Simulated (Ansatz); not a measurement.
## Pressure series in hypothetical rock salt BP

The parent structure is BP in the rock salt structure (space group Fm-3m, No. 225; a = 4.3206 Å; a hypothetical phase, not in the database extracts checked).

Cell and atoms are relaxed at each pressure.

All numbers come from Ansatz (a first-principles code), PBE, PAW, cutoff 420 eV, no spin-orbit coupling.

```json
[
 {"P (GPa)": "-1.99", "V (Å³/atom)": "10.208"},
 {"P (GPa)": "-0.99", "V (Å³/atom)": "10.144"},
 {"P (GPa)": "0.30", "V (Å³/atom)": "10.063"},
 {"P (GPa)": "0.70", "V (Å³/atom)": "10.039"},
 {"P (GPa)": "1.50", "V (Å³/atom)": "9.991"},
 {"P (GPa)": "3.00", "V (Å³/atom)": "9.904"},
 {"P (GPa)": "5.00", "V (Å³/atom)": "9.794"},
 {"P (GPa)": "7.51", "V (Å³/atom)": "9.664"},
 {"P (GPa)": "10.00", "V (Å³/atom)": "9.542"}
]
```

**Question.** Fit a third-order Birch–Murnaghan equation of state.

**Answer.** Least squares on P(V) = (3B₀/2)[(V₀/V)^(7/3) − (V₀/V)^(5/3)]·[1 + (3/4)(B₀′ − 4)((V₀/V)^(2/3) − 1)] gives V₀ = 10.08 Å³/atom, B₀ = 163 GPa and B₀′ = 3.9.

Load acts through the strain it causes; cell and atoms are relaxed under it. Whether these cells are dynamically stable was not tested. Competing high-pressure phases were not computed. The final runs are not spin-polarised.
